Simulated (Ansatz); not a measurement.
Consider HgSe in the zinc blende structure (space group F-43m, No. 216; a = 6.1333 Å).

Level of theory: Ansatz (a first-principles code) PBEsol, no spin-orbit coupling.

Base values:

```
Item               Result
---------------  --------
Volume per atom  28.84 Å³
```

Now apply this change: a hydrostatic pressure of 7.5 GPa.

Question: What happens to the volume per atom?

Answer: The volume per atom drops by 3.01 Å³, from 28.84 Å³ to 25.83 Å³.

A case with no gap was solved on a k-mesh chosen for an insulator, which is coarse for it. Load acts through the strain it causes; cell and atoms are relaxed under it. Stability against distortions was not tested. Tetrahedral semiconductors of this kind turn to denser phases somewhere between about 1 and 50 GPa; those were not computed, so compressed cells here can lie past the real transition. All final runs are without spin polarisation.
